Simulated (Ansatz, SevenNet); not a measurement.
C axis length (Å) of solids drawn from the class of silicides and borides, at two levels: the machine-learned potential SevenNet-0 (trained on PBE and PBE+U data), and r²SCAN (plane waves, PAW; Ansatz, a first-principles code).

| solid | SevenNet-0 | r²SCAN | shift (%) |
|---|---|---|---|
| C11b WSi₂ | 7.893 | 7.804 | -1.13 |
| AlB2-type HfB₂ | 3.496 | 3.479 | -0.49 |
| AlB2-type ZrB₂ | 3.545 | 3.551 | +0.17 |
| C11b MoSi₂ | 7.853 | 7.818 | -0.45 |
| AlB2-type MgB₂ | 3.511 | 3.511 | 0.00 |
| AlB2-type TiB₂ | 3.231 | 3.222 | -0.28 |

The shifts run from -1.13 % to +0.17 %, with a median of -0.36 %.

Of 6 rows, r²SCAN is the larger in 1 and the smaller in 4.

Ansatz's runs of these crystals have no spin polarisation.

Spin–orbit coupling is left out, also for the solids with elements from indium on (C11b WSi2, AlB2-type HfB2); its size isn't shown.

Ansatz's density-functional and Hartree–Fock values are scalar-relativistic unless marked +SOC, with PAW data made under PBE.
